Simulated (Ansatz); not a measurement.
# HgTe (P3₁21, No. 152, 6 atoms in the cell; start mp-358; a measured phase of this formula has another space group)

Method: r²SCAN (plane waves, PAW; Ansatz, a first-principles code).

Numerical settings: plane-wave cutoff 560 eV, 12×12×4 k mesh (along the axes of the cell as run), Fermi–Dirac smearing 0.01 eV, scalar-relativistic PAW data made under PBE.

Cell (relaxed at this level):

```
HgTe
1.0
    4.67561     0.00000     0.00000
   -2.33780     4.04920     0.00000
    0.00000     0.00000    10.38350
Hg Te
3 3
Direct
  0.30898   0.30898   0.00000
  0.69102   0.00000   0.33333
  0.00000   0.69102   0.66667
  0.48891   0.48891   0.50000
  0.51109   0.00000   0.83333
  0.00000   0.51109   0.16667
```

For HgTe (P3₁21, No. 152, 6 atoms in the cell; start mp-358; a measured phase of this formula has another space group), the band gap comes out as 0.96 eV and the smallest direct gap on the k points sampled comes out as 1.13 eV.

Spin–orbit coupling is not included; with these elements it can move the gap by several tenths of an eV or more.

Computed values are for the static lattice.

A start named mp-… is a Materials Project structure, which need not be a measured phase.
